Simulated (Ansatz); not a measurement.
**KTaO3: energy against volume**

KTaO3 (cubic perovskite, Pm-3m, 12.345 Å³/atom and stress up to 0.01 GPa in the relaxed cell, cube axes along x, y and z) under an equal strain ε along all three axes. LDA in Ansatz, a plane-wave DFT program (PAW, default set), 420 eV, 8×8×8 Γ-centred mesh, Fermi-Dirac smearing 0.05 eV; ions are relaxed, or left where forces stay under 0.02 eV/Å, within the symmetry of each cell.

Here V stands for volume and E for E less E0.

```csv
volume (Å³/atom),E less E0 (meV/atom),pressure (GPa)
11.6900,26.10,13.40
11.9056,11.41,8.55
12.1238,2.76,4.09
12.3447,0.00,-0.01
12.5682,2.77,-3.77
12.7944,10.51,-7.22
13.0233,23.10,-10.37
13.4893,?,?
```

### Question
Using the third-order Birch-Murnaghan form, a cubic in V^(-2/3), estimate the missing E at V = 13.4893 from the other rows, showing the fit.

### Answer
With u = V^(-2/3) - 0.187, the rows have u = 0.007144, 0.004793, 0.002485, 0.000217, -0.002009, -0.004196, -0.006344. Least squares gives E = 0.062 - 245.21·u + 539013·u² + 815546·u³. Residuals (row less fit): -0.017, 0.051, -0.034, -0.034, 0.046, -0.011, -0.003; standard error 0.050 (degrees of freedom: 3). Its minimum lies at u = 0.000227, so V0 = (0.187227)^(-3/2) = 12.34. There d²E/du² = 1079000 and d³E/du³ = 4893000, so B0 = (4/9) × 12.34^(-7/3) × 1079000 × 0.160218 = 218 GPa (the last factor turns the table's units into GPa), and B0' = 4 + (2/3) × 0.187227 × (4893000)/1079000 = 4.6. B0' rests on the cubic coefficient alone and has a standard error of 0.2 from these residuals. At the withheld row, u = -0.010529, so E = 0.062 - 245.21 × (-0.010529) + 539013 × (-0.010529)² + 815546 × (-0.010529)³ = 61.447 meV/atom. The calculation gives 61.53 meV/atom, 0.083 meV/atom above the prediction (0.1 % of the range of E in the table). The row lies outside the fitted rows, so this is an extrapolation. From the scatter of the fitted rows alone, a prediction at this place has a standard error of 0.303 meV/atom, so the miss is 0.3 times that.

The primitive cell can neither tilt nor turn polar against its symmetry, as such crystals can under strain. Other structures, which can take over under pressure, weren't tried. The same form fitted to the pressure column gives B0' = 4.4; series where the two differ by over 0.4 aren't shown. Rows are the converged runs of the series near zero and its far end, less any whose ions stayed unrelaxed beside relaxed ones; series whose fitted rows scatter by over a few per cent of the range, as at a crossing or softening among them, aren't shown in this form.
